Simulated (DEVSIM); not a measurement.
Structure: Schottky contact on n-type Si, at 300 K.

| layer (left to right) | material | thickness (μm) | Nd (cm⁻³) | τn (s) | τp (s) |
|---|---|---|---|---|---|
| 1 | Si | 2.50 | 1.3e16 | 6.2e-5 | 6.2e-5 |

Left contact: Schottky, work function 4.87 eV, emission velocity 3.1e6 cm/s. Right contact: ohmic. Voltage is applied to the left contact. Recombination: SRH at mid-gap, Auger. Mobility is constant in doping.

Constants are typed, rounded textbook-type inputs, not results; the design itself was drawn at random and stands for no fabricated device. Values at 300 K; Nc and Nv go as T^1.5, mobilities as T to minus their exponent, the gap by Varshni's rule with the affinity fixed.

| parameter | Si |
|---|---|
| gap (eV) | 1.124 |
| affinity (eV) | 4.05 |
| permittivity | 11.7 |
| Nc (cm⁻³) | 2.86e19 |
| Nv (cm⁻³) | 3.1e19 |
| μn (cm²/Vs) | 1417 |
| μp (cm²/Vs) | 470 |
| T exponent of μn | 2.3 |
| T exponent of μp | 2.2 |
| Cn (cm⁶/s) | 2.8e-31 |
| Cp (cm⁶/s) | 9.9e-32 |
| Varshni α (eV/K) | 0.000473 |
| Varshni β (K) | 636 |

DEVSIM, 1D drift-diffusion, Boltzmann statistics, complete ionisation; no tunnelling, impact ionisation, image-force lowering or self-heating. Metal contacts follow the ideal Schottky-Mott rule: no Fermi-level pinning, no interface dipoles.

The temperature was swept, all else fixed.

```json
[
 {"temperature (K)": "250", "dark forward voltage at 100 A/cm² (V)": "0.580", "largest field in the device at zero bias (V/cm)": "51000", "dark forward voltage at 1 A/cm² (V)": "0.472", "potential step across the device at zero bias (V)": "0.660"},
 {"temperature (K)": "300", "dark forward voltage at 100 A/cm² (V)": "0.527", "largest field in the device at zero bias (V/cm)": "49000", "dark forward voltage at 1 A/cm² (V)": "0.396", "potential step across the device at zero bias (V)": "0.621"},
 {"temperature (K)": "350", "dark forward voltage at 100 A/cm² (V)": "0.474", "largest field in the device at zero bias (V/cm)": "47000", "dark forward voltage at 1 A/cm² (V)": "0.320", "potential step across the device at zero bias (V)": "0.581"},
 {"temperature (K)": "400", "dark forward voltage at 100 A/cm² (V)": "0.420", "largest field in the device at zero bias (V/cm)": "47000", "dark forward voltage at 1 A/cm² (V)": "0.242", "potential step across the device at zero bias (V)": "0.540"},
 {"temperature (K)": "450", "dark forward voltage at 100 A/cm² (V)": "0.361", "largest field in the device at zero bias (V/cm)": "51000", "dark forward voltage at 1 A/cm² (V)": "0.162", "potential step across the device at zero bias (V)": "0.498"},
 {"temperature (K)": "500", "dark forward voltage at 100 A/cm² (V)": "…", "largest field in the device at zero bias (V/cm)": "…", "dark forward voltage at 1 A/cm² (V)": "…", "potential step across the device at zero bias (V)": "0.455"}
]
```

Problem. Some entries are withheld; supply them.

Solution. 
- 500, dark forward voltage at 100 A/cm² (V): 0.296
- 500, largest field in the device at zero bias (V/cm): 66000
- 500, dark forward voltage at 1 A/cm² (V): 0.085
